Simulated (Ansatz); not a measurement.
Output of an Ansatz run (abridged):

```
WARN ansatz: RAYON_NUM_THREADS=1 ignored (pool sized by the plan → 1); use --threads N
Pseudopotentials: kind: paw
Pseudopotential: Na, paw, valence charge 9
Pseudopotential: Tl, paw, valence charge 13
Crystal: 4 atoms, lattice volume = 105.517 Å³
Basis set: ecut = 420 eV, 2085 PW (Γ)
Bands: 27, of which v1, the nominal top of the filled ones, is band 22 counted from 1 (21 counted from 0)
Symmetry: 6 space group operations
Space group: R3m (ITA 160), of the structure as read, at distance tolerance 4.7e-5 Å
k-points: 32 of 216 (time reversal used)
PAW frozen core: Na, regenerated for the run's functional, and the local potential with it
PAW frozen core: Tl, regenerated for the run's functional, and the local potential with it
Initial density: superposition of atomic densities (neutral atoms: chi_scale 0, normalization atom), corrected by the library's trained network
Initial wavefunctions: pseudopotential atomic-orbital guess
Eigensolver: davidson
Functional: x = slater, c = lda
SCF iter   1: F=—  HF=-25227.038007 eV  |F-HF|=—  |Δ(HF+E_count)|=         —  Δρ=5.94e-3  dr2=1.91e-2  ethr=1.77e-3  ⟨swp⟩=5.7  Hψ=3462  notcnv=0
all-band conjugate gradients solve this SCF's bands
preconditioner: auto → none
SCF iter   2: F=—  HF=-25227.022126 eV  |F-HF|=—  |Δ(HF+E_count)|=   1.59e-2  Δρ=8.04e-4  dr2=4.39e-4  ethr=4.35e-5  ⟨swp⟩=2.0  Hψ=1704  notcnv=0
SCF iter   3: F=—  HF=-25227.022112 eV  |F-HF|=—  |Δ(HF+E_count)|=   1.45e-5  Δρ=2.92e-4  dr2=6.37e-5  ethr=9.97e-7  ⟨swp⟩=2.1  Hψ=1549  notcnv=0
SCF iter   4: F=—  HF=-25227.022131 eV  |F-HF|=—  |Δ(HF+E_count)|=   1.94e-5  Δρ=9.65e-5  dr2=7.80e-6  ethr=1.45e-7  ⟨swp⟩=3.0  Hψ=1306  notcnv=0
iter 5 did not close the SCF: its close was put off for the readings that it lacked (scf_convergence_deferred on its scf_iter line)
SCF iter   5: F=-25227.022135 eV  HF=-25227.022135 eV  |F-HF|=4.19e-9  |Δ(HF+E_count)|=   3.21e-6  Δρ=4.77e-6  dr2=1.45e-8  ethr=1.77e-8  ⟨swp⟩=3.0  Hψ=1319  notcnv=0
SCF iter   6: F=-25227.022135 eV  HF=-25227.022135 eV  |F-HF|=1.49e-9  |Δ(HF+E_count)|=   5.75e-9  Δρ=1.56e-6  dr2=2.71e-9  ethr=3.30e-11  ⟨swp⟩=2.6  Hψ=2817  notcnv=0
SCF 1 converged in 6 iterations: F = -25227.022135 eV  dr2 = 2.71e-9
SCF converged after 6 iterations
Free energy (F): -25227.022135 eV
Harris-Foulkes:  -25227.022135 eV  (|F-HF|=1.49e-9)
Internal energy: -25227.016355 eV  (E = F + TS)
E sigma→0 (E₀):  -25227.019245 eV
Entropy (-TS):   -0.005779 eV (-1.445 meV/atom)
Fermi energy:    7.175322 eV
--- Per-component energies (eV) ---
  E_band       = -453.097463
  E_kinetic    = 909.556997
  E_local      = -4413.310583  (includes V_loc(G=0)·N_el)
  E_nonlocal   = 875.150677
  E_hartree    = 1596.750106
  E_xc         = -533.212415
  E_vxc        = -384.513603  (∫ρ·V_xc dr)
  E_paw        = -20227.226491  (= ΣΔE_a)
  E_vpaw       = -633.482148  (= ΣTr[D̂ρ^β])
  E_aug_tail   = 0.000037  (compensation charges beyond the density's cutoff)
  E_ewald      = -3434.723342
  E_core_change = -0.001342  (= ΣΔE_core)
  E_smearing   = -0.005779  (= −TS)
  E_closure    = -0.000000  (closes the sum)
  Σ components = -25227.022135   (vs F -25227.022135, Δ=0.00e0)
--- Forces (eV/Å), atoms counted from 1 ---
  atom   1  Na    -0.03562597    -0.03562597    -0.03562597
  atom   2  Na     0.01572690     0.01572690     0.01572690
  atom   3  Tl     0.00141200     0.00141200     0.00141200
  atom   4  Tl     0.01848730     0.01848730     0.01848730
  max |Σ_I F_I| component: 2.35e-7 eV/Å
--- Stress (GPa, compression-positive) ---
       -1.731711       0.012564       0.012564
        0.012564      -1.731711       0.012564
        0.012564       0.012564      -1.731711
  P = ⅓ Tr σ = -1.7317 GPa (-17.317 kbar)
  The stress holds the Pulay correction. Without it, at fixed plane waves, as pw.x and ABINIT print it: P = -1.7521 GPa
--- Band table (eV; the first three rows and the last of 32) ---
  k-point 0: bands = ["-45.2234", "-45.2143", "-17.7568", "-17.7488", "-17.7488", "-17.7136", "-17.7136", "-17.7114", "-4.5085", "-4.5085", "-4.5071", "-4.4737", "-4.4737", "-4.1213", "-4.1213", "-4.1191", "-4.0624", "-4.0624", "-1.6441", "4.3135", [...]
  k-point 1: bands = ["-45.2230", "-45.2147", "-17.7577", "-17.7499", "-17.7491", "-17.7137", "-17.7124", "-17.7104", "-4.5333", "-4.5321", "-4.5075", "-4.4384", "-4.4383", "-4.1387", "-4.1378", "-4.1347", "-4.0494", "-4.0485", "-1.4319", "3.6904", [...]
  k-point 2: bands = ["-45.2219", "-45.2157", "-17.7594", "-17.7521", "-17.7500", "-17.7140", "-17.7103", "-17.7084", "-4.5481", "-4.5466", "-4.5054", "-4.4086", "-4.4081", "-4.1639", "-4.1525", "-4.1520", "-4.0385", "-4.0367", "-0.8549", "2.4064", [...]
  k-point 31: bands = ["-45.2206", "-45.2170", "-17.7560", "-17.7541", "-17.7541", "-17.7137", "-17.7084", "-17.7084", "-4.5492", "-4.5492", "-4.5015", "-4.4037", "-4.4037", "-4.1786", "-4.1516", "-4.1516", "-4.0364", "-4.0364", "-0.3731", "1.6206", [...]
```

The structure:

```
CELL_PARAMETERS angstrom
      0.00000     3.75057     3.75057
      3.75057     0.00000     3.75057
      3.75057     3.75057     0.00000
ATOMIC_POSITIONS crystal
  Na 0.50385 0.50385 0.50385
  Na 0.75000 0.75000 0.75000
  Tl 0.00000 0.00000 0.00000
  Tl 0.25000 0.25000 0.25000
```

Task: What input produced this log?

Result: Other spellings and defaults could give the same log, and not every line can be read from it. The input that was run (DFT, LDA (PW92), plane waves, default PAW files made with PBE):

Ansatz 0.2 input:
```yaml
crystal:
  lattice:
    - [0.00000000, 3.75056800, 3.75056800]
    - [3.75056800, 0.00000000, 3.75056800]
    - [3.75056800, 3.75056800, 0.00000000]
  atoms:
    - { symbol: Na, position_ang: [3.77943237, 3.77943237, 3.77943237] }
    - { symbol: Na, position_ang: [5.62585200, 5.62585200, 5.62585200] }
    - { symbol: Tl, position_ang: [0.00000000, 0.00000000, 0.00000000] }
    - { symbol: Tl, position_ang: [1.87528400, 1.87528400, 1.87528400] }
basis:
  ecutwfc: 420.0 eV
kpoints:
  mp_grid: { grid: [6, 6, 6] }
hamiltonian:
  xc: lda
  pseudopotentials: { kind: paw }
scf:
  occupations: { method: gaussian, width: 0.1 eV }
output:
  forces: true
  eigenvalues: true
  stress: true
```

The starting cell comes from a database of computed structures (which also holds hypothetical and non-ambient phases and stackings), without a prior relaxation at this level. Its lattice was rescaled by up to half a per cent. One atom was moved a little off its site on purpose. Spin-orbit coupling is off. Ansatz's pressure includes its estimate of the finite-basis (Pulay) stress.

Ansatz is a program for electronic structure.
